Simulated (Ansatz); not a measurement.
Pt3Ti: energy against strain

Pt3Ti (L1_2, Pm-3m, 14.825 Å³/atom at rest) under an equal strain ε in the (111) plane with the normal axis free, as in a coherent film. PBEsol in Ansatz, a plane-wave DFT program (PAW, default set), 420 eV, 15×15×15 Γ-centred mesh, Fermi-Dirac smearing 0.10 eV; ions are relaxed within the symmetry of each cell.

Here s stands for strain and y for E less E0.

| strain (%) | E less E0 (meV/atom) |
|---|---|
| -1.00 | 5.02 |
| -0.50 | 1.22 |
| 0.00 | 0.00 |
| 0.50 | 1.21 |
| 1.00 | 4.69 |
| 2.50 | ? |

Fit y of the 5 rows that show it with a parabola. Least squares gives y = 0.001 - 0.1340·s + 4.8543·s². Residuals (row less fit): 0.031, -0.062, -0.001, 0.062, -0.031; standard error 0.069 (degrees of freedom: 2). Twice the quadratic coefficient over the volume, 2 × 4.8543 meV × 10⁴ × 0.1602 / 14.825 Å³, is twice the biaxial elastic modulus of this plane = 1049 ± 16 GPa.

Task: Predict the withheld y at s = 2.50 from the fit, and compare with the calculation.

Result: y = 0.001 - 0.1340 × 2.5 + 4.8543 × 2.5² = 30.005 meV/atom. The calculation gives 27.28 meV/atom, 2.725 meV/atom below the prediction (10.0 % of the range of y in the table). The row lies outside the fitted rows, so this is an extrapolation. From the scatter of the fitted rows alone, a prediction at this place has a standard error of 0.447 meV/atom, so the miss is 6.1 times that.

One order more, fitted to all 11 runs of the series, follows each within 0.01, so the miss is the next term of a smooth law. In a metal these values are sensitive to mesh and smearing; energies are taken to zero smearing, stresses follow the free energy. Rows are the converged runs of the series near zero and its far end; series whose fitted rows scatter by over a few per cent of the range, as at a crossing or softening among them, aren't shown in this form. Most that stay on the fit to the last digits aren't either.
